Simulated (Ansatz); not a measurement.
All values below come from PBE (plane waves to 420 eV, PAW; Ansatz, a quantum-chemistry and plane-wave program).

Planar average of the electrostatic potential across the slab, in eV from the Fermi level, for Si on the 1x1 (100) surface of fcc Cu, one in a 2x2 cell, started at the site 'hollow Cu-Cu-Cu-Cu over Cu at depth 1.8 Å':

| z (Å) | V (eV) |
|---|---|
| 5.17 | 4.48 |
| 5.44 | 4.48 |
| 5.72 | 4.47 |
| 5.99 | 4.47 |
| 6.26 | 4.47 |
| 6.53 | 4.46 |
| 6.81 | 4.45 |
| 7.08 | 4.42 |
| 7.35 | 4.36 |
| 7.62 | 4.24 |
| 7.89 | 4.00 |
| 8.17 | 3.52 |
| 8.44 | 2.55 |
| 8.71 | 0.35 |
| 8.98 | -5.22 |
| 9.26 | -11.41 |
| 9.53 | -14.15 |
| 9.80 | -12.90 |
| 10.07 | -8.05 |
| 10.34 | -2.91 |
| 10.62 | -3.68 |
| 10.89 | -9.37 |
| 11.16 | -13.70 |
| 11.43 | -14.23 |
| 11.71 | -10.86 |
| 11.98 | -4.88 |
| 12.25 | -1.64 |
| 12.52 | -4.98 |
| 12.79 | -10.92 |
| 13.07 | -14.19 |
| 13.34 | -13.56 |
| 13.61 | -9.13 |
| 13.88 | -3.37 |
| 14.16 | -2.24 |
| 14.43 | -7.17 |
| 14.70 | -12.59 |
| 14.97 | -14.59 |
| 15.24 | -12.73 |
| 15.52 | -7.52 |
| 15.79 | -2.91 |
| 16.06 | -1.77 |
| 16.33 | -1.30 |
| 16.61 | -0.18 |
| 16.88 | 1.58 |
| 17.15 | 3.17 |
| 17.42 | 4.00 |
| 17.69 | 4.43 |
| 17.97 | 4.64 |
| 18.24 | 4.74 |
| 18.51 | 4.79 |
| 18.78 | 4.82 |
| 19.06 | 4.83 |
| 19.33 | 4.84 |
| 19.60 | 4.84 |
| 19.87 | 4.84 |
| 20.14 | 4.84 |
| 20.42 | 4.84 |
| 20.69 | 4.84 |

Model: 17-atom slab, 5.3 Å thick at the start under the adsorbate (thin: gaps and levels are the slab's own), 6x6x1 mesh, Fermi-Dirac 0.1 eV, dipole correction, 8 atoms held, the rest relaxed; held to the start's symmetry, so lower structures may exist; spin-polarised, no spin-orbit, no U, no dispersion correction. The starting moment vanished. At the end it is bonded to 4 Cu. In PBE it is, or lies within 0.03 eV of, the lowest of the starts that converged.

Problem. The surface cell has an area of 26.35 Å². What dipole along the normal does the step between the two vacuum levels imply?

Solution. the top vacuum level lies 0.36 eV above the bottom one; p = −ε₀ A ΔV (ε₀ = 0.005526 e/(V·Å)) gives -0.05 e·Å a cell.
